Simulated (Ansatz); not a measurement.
The parent structure is Sr in the fcc (Cu type) structure (space group Fm-3m, No. 225; a = 5.923 Å). Axes: x, y, z lie along the cube axes.

All numbers come from plane-wave PAW DFT at the PBEsol level (Ansatz, an electronic-structure program, 420 eV), no spin-orbit coupling.

Base values:

| Property | Result |
|---|---|
| Pressure | 0.0 GPa |

Perturbation: uniaxial strain ε_zz = −2.50 %, all other strain components held at zero, atoms relaxed at fixed cell.

Question: What happens to the energy relative to the base and pressure?

Answer: The energy grows by 1.6 meV/atom; the pressure (mean of the normal stresses, compression positive) goes from zero to 0.3 GPa.

Stability against distortions was not tested.
